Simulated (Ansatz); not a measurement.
Consider the following.

```
CELL_PARAMETERS angstrom
      4.38409     0.00000     0.00000
      0.00000     2.71870     0.00000
      0.00000     0.00000     4.77980
ATOMIC_POSITIONS crystal
  Mo 0.75000 0.00000 0.17140
  Mo 0.25000 0.00000 0.82860
  Rh 0.75000 0.50000 0.67327
  Rh 0.25000 0.50000 0.32673
```

Method: PBEsol, DFPT electron-phonon coupling, linearised Boltzmann equation (plane waves, PAW, scalar-relativistic; Ansatz, a program for electronic structure). Cell: relaxed with this functional, without spin-orbit coupling.

Q: Estimate the phonon-limited resistivity at 300 K, by direction if it differs.

A: 11.6 (x), 9.9 (y), 11.4 (z) μΩ·cm.

Q: And the electrons' mean free path at that temperature?

A: 6.7 (x), 6.3 (y), 7.2 (z) nm, weighted by the current that each state carries. Wires not much wider than this gain resistivity from their walls.

A metal at this level (no band gap). Only scattering by harmonic phonons is included (no impurities, grain boundaries, electron-electron scattering or thermal expansion). Spin-orbit coupling is left out. Halving the electron mesh (20x32x20) moves the resistivity by up to 6 % at 300 K, the mean free path by up to 6 %. Smearing 0.20 eV; phonons on a 3x5x3 q mesh, which this run doesn't test.

Computed structure with no diffraction record at hand here (it may be known, metastable or hypothetical): MoRh (Pmma).
